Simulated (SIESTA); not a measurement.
SIESTA run on As (R-3m, 2 atoms in the cell): self-consistent single point.

Method: GGA PBE, numerical atomic orbitals TZP, PseudoDojo PBE standard norm-conserving potentials (rewritten from UPF to PSML) (SIESTA).

```xyz
2
Lattice="3.6988 -1.8894 0.0000 3.6988 1.8894 0.0000 2.7336 0.0000 3.1270" Properties=species:S:1:pos:R:3 pbc="T T T"
As     2.3476     0.0000     0.7246
As     7.8314     0.0000     2.4172
```

Reference input (self-consistent single point, DFT, GGA PBE, numerical atomic orbitals TZP, PseudoDojo PBE standard norm-conserving potentials (rewritten from UPF to PSML)): XC.functional = GGA; XC.authors = PBE; potentials = PseudoDojo PBE standard; PAO.BasisSize = TZP; PAO.EnergyShift = 0.01 Ry; MeshCutoff = 300 Ry; kgrid.MonkhorstPack = 5 5 5; OccupationFunction = FD; ElectronicTemperature = 100 meV; MaxSCFIterations = 150; SCF.Mixer.Method = Pulay; SCF.Mixer.Weight = 0.1. This run's input differs from it in these lines:

```diff
@@ -27,8 +27,9 @@
 %block kgrid.MonkhorstPack
-    5   0   0  0.0
-    0   5   0  0.0
-    0   0   5  0.0
+    8   0   0  0.0
+    0   8   0  0.0
+    0   0   8  0.0
 %endblock kgrid.MonkhorstPack
-OccupationFunction           FD
-ElectronicTemperature        100.0 meV
+OccupationFunction           MP
+OccupationMPOrder            1
+ElectronicTemperature        300.0 meV
```

The program printed (abridged):

```
        iscf     Eharris(eV)        E_KS(eV)     FreeEng(eV)     dDmax    Ef(eV) dHmax(eV)
   scf:    1    -5771.870796    -5769.988908    -5769.985894  0.986213 -2.751226  1.909148
   scf:    2    -5770.038663    -5770.014209    -5770.011359  0.005916 -2.784272  1.659450
   scf:    3    -5770.107656    -5770.074076    -5770.071617  0.032550 -3.001664  0.212505
   scf:    4    -5770.077344    -5770.076154    -5770.073569  0.015296 -3.017416  0.035856
   scf:    5    -5770.076187    -5770.076171    -5770.073595  0.000951 -3.014975  0.014354
   scf:    6    -5770.076180    -5770.076178    -5770.073613  0.000786 -3.007341  0.000520
   scf:    7    -5770.076178    -5770.076178    -5770.073613  0.000011 -3.007384  0.000091
   scf:    8    -5770.076178    -5770.076178    -5770.073613  0.000014 -3.007349  0.000068
   scf:    9    -5770.076178    -5770.076178    -5770.073613  0.000002 -3.007347  0.000007
SCF Convergence by DM+H criterion
max |DM_out - DM_in|         :     0.0000018998
max |H_out - H_in|      (eV) :     0.0000070459
SCF cycle converged after 9 iterations

Using DM_out to compute the final energy and forces

siesta: E_KS(eV) =            -5770.0762

siesta: E_KS - E_eggbox =     -5770.0762

siesta: Atomic forces (eV/Ang):
     1    0.384007    0.000000    0.118525
     2   -0.386268   -0.000000   -0.119224
   Tot   -0.002261   -0.000000   -0.000699
   Max    0.386268
   Res    0.232711    sqrt( Sum f_i^2 / 3N )
   Max    0.386268    constrained

Stress tensor Voigt[x,y,z,yz,xz,xy] (kbar):      -28.98      -50.31      -48.28       -0.00        6.58       -0.00
(Free)E + p*V (eV/cell)    -5768.9136
Target enthalpy (eV/cell)    -5770.0736

siesta: Program's energy decomposition (eV):
siesta: FreeEng =     -5770.073613

   [... lines left out ...]
siesta:    -0.018088   -0.000000    0.004109
siesta:    -0.000000   -0.031402    0.000000
siesta:     0.004109   -0.000000   -0.030134

siesta: Cell volume =         43.705463 Ang**3

siesta: Pressure (static):
siesta:                Solid            Molecule  Units
siesta:           0.00028907          0.00048122  Ry/Bohr**3
siesta:           0.02654137          0.04418396  eV/Ang**3
siesta:          42.52395909         70.79050992  kBar
```

The run converged in 9 iterations. Against the reference run the free energy goes up by 20.5 meV/atom, the pressure goes from 3.98 to 4.25 GPa and the largest force goes from 0.273 to 0.404 eV/Å.

The starting cell has typed, rounded lattice constants, without a prior relaxation at this level. Its lattice was rescaled by up to half a per cent. One atom was moved a little off its site on purpose. Values carry the incompleteness of an atom-centred basis. With a pressure of about 4 GPa the cell is away from its equilibrium volume at this level.
